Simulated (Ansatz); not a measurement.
Si, cell Si64, first heated far above this temperature, then brought to it [in the run: it was liquid; mean temperature 2276 K (target 2110 K); density 2.34 g/cm³; one k-point, which a denser mesh shifts by 0.1 GPa in pressure and 0.09 eV/Å in forces].  Bonds are counted up to Si-Si 3.22 Å.

### Question
What distribution of Si-Si-Si angles does r2SCAN in Ansatz (a quantum-chemistry and plane-wave program) give?

### Answer
mean 99°, standard deviation 32°.
(angle (°), p (1/°)): (1.5, 0.0000); (4.5, 0.0000); (7.5, 0.0000); (10.5, 0.0000); (13.5, 0.0000); (16.5, 0.0000); (19.5, 0.0000); (22.5, 0.0000); (25.5, 0.0000); (28.5, 0.0000); (31.5, 0.0000); (34.5, 0.0000); (37.5, 0.0000); (40.5, 0.0005); (43.5, 0.0026); (46.5, 0.0061); (49.5, 0.0090); (52.5, 0.0101); (55.5, 0.0101); (58.5, 0.0095); (61.5, 0.0090); (64.5, 0.0089); (67.5, 0.0086); (70.5, 0.0087); (73.5, 0.0086); (76.5, 0.0090); (79.5, 0.0093); (82.5, 0.0098); (85.5, 0.0103); (88.5, 0.0103); (91.5, 0.0105); (94.5, 0.0109); (97.5, 0.0109); (100.5, 0.0108); (103.5, 0.0105); (106.5, 0.0103); (109.5, 0.0102); (112.5, 0.0096); (115.5, 0.0093); (118.5, 0.0088); (121.5, 0.0084); (124.5, 0.0081); (127.5, 0.0075); (130.5, 0.0072); (133.5, 0.0068); (136.5, 0.0062); (139.5, 0.0061); (142.5, 0.0059); (145.5, 0.0055); (148.5, 0.0048); (151.5, 0.0046); (154.5, 0.0041); (157.5, 0.0036); (160.5, 0.0032); (163.5, 0.0027); (166.5, 0.0023); (169.5, 0.0018); (172.5, 0.0013); (175.5, 0.0008); (178.5, 0.0003)
